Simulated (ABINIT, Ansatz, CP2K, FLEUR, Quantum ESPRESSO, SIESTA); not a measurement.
**One structure in several programs: CaTcO3 (Cm, 5 atoms in the cell)**

Self-consistent single point.

```
CELL_PARAMETERS angstrom
      2.78752    -2.78146     0.00000
      2.78752     2.78146     0.00000
     -0.01343     0.00000     3.93869
ATOMIC_POSITIONS crystal
  Ca 0.99508 0.99508 0.00165
  Tc 0.49821 0.49821 0.51320
  O  0.99839 0.49705 0.51659
  O  0.49705 0.99839 0.51659
  O  0.50077 0.50077 0.01371
```

All programs got the same cell, k-point mesh and kind of occupations (in Ansatz's words: kpoints.mp_grid.grid = 6 6 6; scf.occupations.method = gaussian; scf.occupations.width = 0.136 eV); potentials, basis and cutoffs are each program's usual ones.

| code | model | pressure (GPa) | largest force (eV/Å) | k-points | cutoff |
|---|---|---|---|---|---|
| SIESTA | LDA PW92, numerical atomic orbitals TZP, PseudoDojo LDA standard norm-conserving potentials (rewritten from UPF to PSML) | -9.09 | 0.037 | 132 | grid 400 Ry |
| Quantum ESPRESSO | LDA (PZ), GBRV 1.5 ultrasoft (LDA) pseudopotentials | -13.83 | 0.081 | 68 | 40 Ry |
| Ansatz | LDA (PW92), PAW files | -14.19 | 0.082 | 68 | 500 eV |
| FLEUR | LDA (Perdew-Zunger), all-electron FLAPW (FLEUR), scalar-relativistic valence | – | 0.078 | 68 | Kmax 4.8 1/bohr |
| ABINIT | LDA (PW92), PAW (JTH v2.0 LDA PAW) | -15.05 | 0.081 | 68 | 24 Ha |
| CP2K | LDA (Pade form), GPW, DZVP-MOLOPT-SR-GTH basis, GTH-PADE potentials (GTH_POTENTIALS) | -11.48 | – | 216 | grid 500 Ry |

Size of the force on each atom (eV/Å): Sizes of forces hide their directions.

```
code                Ca1    Tc2     O3     O4     O5
----------------  -----  -----  -----  -----  -----
SIESTA            0.037  0.009  0.028  0.028  0.029
Quantum ESPRESSO  0.081  0.034  0.030  0.030  0.024
Ansatz            0.082  0.034  0.031  0.031  0.025
FLEUR             0.078  0.033  0.030  0.030  0.022
ABINIT            0.081  0.035  0.029  0.029  0.024
```

A dash marks a value that a program does not give, or that is left out as unsure.

The spread over the programs that give each value: pressure within 5.96 GPa; largest force within 0.045 eV/Å.

The starting cell comes from a database of computed structures (which also holds hypothetical and non-ambient phases and stackings), without a prior relaxation at this level. On Ansatz's run: Spin polarisation is off; with an odd number of electrons in the cell that forces a metal, and a magnetic state may lie lower. In the base run, with a pressure of about -14 GPa the cell is away from its equilibrium volume at this level.

Problem. Why do the programs differ, and what cannot be compared?

Solution. Differences of this kind can come from the potentials, where these differ, and from what each basis and cutoff leave unconverged. The zero of total energies and Fermi levels follows the potentials and each program's conventions, so they are not compared here. SIESTA and CP2K use small atom-centred bases, whose incompleteness enters pressures, forces and empty levels differently from a plane-wave cutoff. FLEUR treats all electrons, but the usual bases taken here (sphere radii, linearisation, local orbitals, empty states) were not tested for convergence, so the values are no reference for the others. Ansatz's pressure is given at a fixed set of plane waves, as the other plane-wave codes print theirs; with its correction for the finite basis it is -14.15 GPa. The same LDA comes in different parametrisations, which differ slightly. The programs reduce the same mesh by symmetry to different extents, which changes the work and not the result. In the pressure, SIESTA (by 5.09) and CP2K (by 2.71) lie more than 1 GPa from the median of the plane-wave programs. In the force vectors, SIESTA (by 0.118) lies more than 0.08 eV/Å from the median of the plane-wave programs.

Ansatz is an electronic-structure program.

Keys are those of Ansatz 0.2.
